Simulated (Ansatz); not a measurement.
An Ansatz (a quantum-chemistry and plane-wave program) run: a single point on GaN with a change (uniaxial strain ε_yy = +0.16 %), its geometry relaxed with r2SCAN; plane-wave PAW DFT at the HSE06 level (Ansatz, 420 eV), no spin-orbit coupling, earlier PAW set.

Input:

Ansatz 0.2 input:
```yaml
crystal:
  lattice:
    - [3.183298513, 0, 0]
    - [-1.5916492565, 2.7612282879, 0]
    - [0, 0, 5.1838767521]
  atoms:
    - { symbol: Ga, position: [0.6666317556, 0.3332635112, 0.0010544161] }
    - { symbol: Ga, position: [0.3333682444, 0.6667364888, 0.5010544161] }
    - { symbol: N, position: [0.6665036662, 0.3330073324, 0.6241455839] }
    - { symbol: N, position: [0.3334963338, 0.6669926676, 0.1241455839] }
basis: { ecutwfc: 420, ecutrho_ratio: 4, xc_grid: 2, fft_grid_basis: typed }
kpoints: { mp_grid: { grid: [8, 8, 4] } }
hamiltonian:
  xc: hse06
  dispersion: none
  pseudopotentials: { azcp: { folder: ./paw }, kind: paw }
scf: { occupations: { method: fermi_dirac, width: 0.01 } }
output: { eigenvalues: true, eigenstates: { kpoints: [[0, 0, 0], [0, 0, 0.5], [0.5, 0, 0.5]] } }
```

Output (explanatory and most iteration lines left out):

```
Pseudopotential: Ga, paw, valence charge 13
Pseudopotential: N, paw, valence charge 5
Crystal: 4 atoms, lattice volume = 45.565 Å³
Basis set: ecut = 420 eV, 901 PW (Γ), exchange–correlation on 48×48×72 points (8 copies of the dense FFT grid, shifted against one another)
Bands: 22, of which v1, the nominal top of the filled ones, is band 18 counted from 1 (17 counted from 0)
Symmetry: 4 space group operations
Space group: Cmc21 (ITA 36), of the structure as read, at distance tolerance 3.6e-5 Å
k-points: 63 of 256 (time reversal used)
Functional: x = pbe(κ = 0.804, μ = 0.2195149727645171), c = pbe(β = 0.06672455060314922), warm-up for x = pbe(κ = 0.804, μ = 0.2195149727645171) + 0.25 (exact …
SCF iter   1: F=—  HF=-8337.158128 eV  |F-HF|=—  |Δ(HF+E_count)|=         —  Δρ=1.14e-1  dr2=5.15e0  ethr=1.00e-1  ⟨swp⟩=4.1  Hψ=3876  notcnv=0
SCF iter   2: F=—  HF=-8335.887867 eV  |F-HF|=—  |Δ(HF+E_count)|=    1.27e0  Δρ=3.93e-2  dr2=4.02e-1  ethr=1.14e-3  ⟨swp⟩=2.8  Hψ=6245  notcnv=0
SCF 1 stopped early in 5 iterations: F = -8335.828700 eV  dr2 = 6.24e-5
Crystal: 4 atoms, lattice volume = 45.565 Å³
Functional: x = pbe(κ = 0.804, μ = 0.2195149727645171) + 0.25 (exact − pbe) at short range (hse, ω = 0.20786987370883472 Å⁻¹), c = pbe(β = 0.06672455060314922); HSE06 as pw.x's `hse` composes it (authors' and Libxc's form: `xc: wpbeh`)
SCF iter   1: F=—  HF=-8336.835144 eV  |F-HF|=—  |Δ(HF+E_count)|=         —  Δρ=1.92e-2  dr2=6.62e-2  ethr=1.73e-6  ⟨swp⟩=8.8  Hψ=7481  notcnv=0
SCF iter   2: F=—  HF=-8336.806076 eV  |F-HF|=—  |Δ(HF+E_count)|=   2.91e-2  Δρ=3.44e-3  dr2=7.28e-3  ethr=1.73e-6  ⟨swp⟩=5.0  Hψ=5752  notcnv=0
SCF 2 stopped early in 6 iterations: F = -8336.821375 eV  dr2 = 2.21e-6
Crystal: 4 atoms, lattice volume = 45.565 Å³
SCF iter   1: F=—  HF=-8336.820716 eV  |F-HF|=—  |Δ(HF+E_count)|=         —  Δρ=9.32e-5  dr2=4.30e-6  ethr=1.07e-6  ⟨swp⟩=4.9  Hψ=3412  notcnv=0
SCF iter   2: F=—  HF=-8336.820716 eV  |F-HF|=—  |Δ(HF+E_count)|=   1.31e-7  Δρ=2.15e-5  dr2=3.27e-7  ethr=4.23e-10  ⟨swp⟩=3.0  Hψ=6784  notcnv=0  defer=10
SCF 3 converged in 3 iterations: F = -8336.820718 eV  dr2 = 5.56e-8
Free energy (F): -8336.820717 eV
Internal energy: -8336.820717 eV  (E = F + TS)
E sigma→0 (E₀):  -8336.820717 eV
Fermi energy:    10.486344 eV
```

Single points use the geometry relaxed with r2SCAN. No phonon test of stability was made. The cell was made from GaN in the wurtzite structure (space group P6_3mc, No. 186) by this change: uniaxial strain ε_yy = +0.16 %.
